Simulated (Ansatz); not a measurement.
Model glasses of amorphous Al2O3, 72 to 77 atoms (Al28O42 before any change). Each row is one cell at a composition chosen by hand, melted whole on the CHGNet potential with the anions pushed apart under 1.9 Å, quenched within some picoseconds, far faster than a real film, and relaxed with PBE, scalar-relativistic without spin-orbit coupling (plane waves to 420 eV, PAW; Ansatz, a program for electronic structure). Each is the lower in DFT energy of 2 quenches. Cycles of charging and discharging were tried on the cells ahead of these points, and a cell that came back lower was taken. The column on the box says what of it was relaxed with the atoms; held means as the quench left it. Cells that kept moments or hold spare charge are left out.

Formal charges balance in every cell, with the guest at the charge named. Neighbours are the O atoms within a cut-off of 1.2 times the sum of covalent radii (1.1 times for Ta, Lu); the radius is Shannon's ionic radius for that charge at the coordination found, taken on a straight line between listed coordinations where the table lacks it, averaged where a cell holds several guest atoms. The coordination is that of the cell taken. The cells ran without spin polarisation.

| guest | change of the cell | box | cut-off (Å) | O neighbours | ionic radius (Å) | mean guest-O distance (Å) |
|---|---|---|---|---|---|---|
| B3+ | +2 B, +3 O | volume and shape | 1.80 | 4, 3 | 0.06 | 1.44 |
| Si4+ | +2 O, +1 Si | shape | 2.12 | 4 | 0.26 | 1.65 |
| Ge4+ | +1 Ge, +2 O | shape | 2.23 | 4 | 0.39 | 1.79 |
| Ga3+ | +2 Ga, +3 O | volume and shape | 2.26 | 5, 4 | 0.51 | 1.92 |
| Zn2+ | +1 O, +1 Zn | shape | 2.26 | 4 | 0.60 | 2.00 |
| Ta5+ | +5 O, +2 Ta | shape | 2.60 | 6, 6 | 0.64 | withheld |
| Lu3+ | +2 Lu, +3 O | shape | 2.78 | 6, 6 | 0.86 | 2.28 |
| Ca2+ | +1 Ca, +1 O | shape | 2.90 | 6 | 1.00 | 2.42 |
| K1+ | +2 K, +1 O | volume and shape | 3.23 | 7, 8 | 1.48 | 2.91 |

**Question.** Fit a straight line of the last column on the one before it through the 8 full rows, and predict the withheld value for Ta5+.

**Answer.** Means: x = 0.645, y = 2.051. Slope = Σ(Δx Δy) / Σ(Δx²) = 1.4958 / 1.4452 = 1.035; intercept = 2.051 − (1.035) × 0.645 = 1.383 Å; r.m.s. residual 0.005 Å. Prediction: 1.383 + (1.035) × 0.64 = 2.05 Å. The run gave 2.04 Å, a miss of 0.01 Å, within twice the residual.

**Question.** What would hard spheres give for this line?

**Answer.** A slope of 1 and an intercept at the radius of O2−, 1.35 Å for two neighbours to 1.40 Å for six in Shannon's table; the fit has 1.035 and 1.383 Å.
